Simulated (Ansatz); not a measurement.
## Pressure series in ScTlO2

Take ScTlO2 (space group R-3m, No. 166; a model cell, its experimental status unchecked) as the base.

```
CELL_PARAMETERS angstrom
      1.60824     0.92852     6.37483
     -1.60824     0.92852     6.37483
      0.00000    -1.85704     6.37483
ATOMIC_POSITIONS crystal
  Sc 0.00000 0.00000 0.00000
  Tl 0.50000 0.50000 0.50000
  O  0.27848 0.27848 0.27848
  O  0.72152 0.72152 0.72152
```

Cell and atoms are relaxed at each pressure.

Level of theory: plane-wave PAW DFT at the PBEsol level (Ansatz, a first-principles code, 420 eV), no SOC.

Base values:

```
Item                   Value
-------------------  -------
Smallest direct gap  1.11 eV
```

Problem. The aim is a smallest direct gap between 0.48 eV and 0.56 eV. Which of these changes reaches it?
A. pressure 60 GPa
B. pressure −1 GPa
C. pressure 45 GPa
D. pressure 30 GPa

Solution. C, pressure 45 GPa. It gives 0.51 eV; pressure 30 GPa gives 0.74 eV; pressure −1 GPa gives 1.11 eV; pressure 60 GPa gives 0.29 eV. Changes not listed may reach it too

With Tl present, leaving out spin-orbit coupling can change the band edges. Load acts through the strain it causes; cell and atoms are relaxed under it. Whether these cells are dynamically stable was not tested. No other phases were tried under pressure. The final runs are not spin-polarised. A zero or small gap of ScTlO2 under pressure 45 GPa and ScTlO2 under pressure 60 GPa can be the functional's error rather than a property of the material.
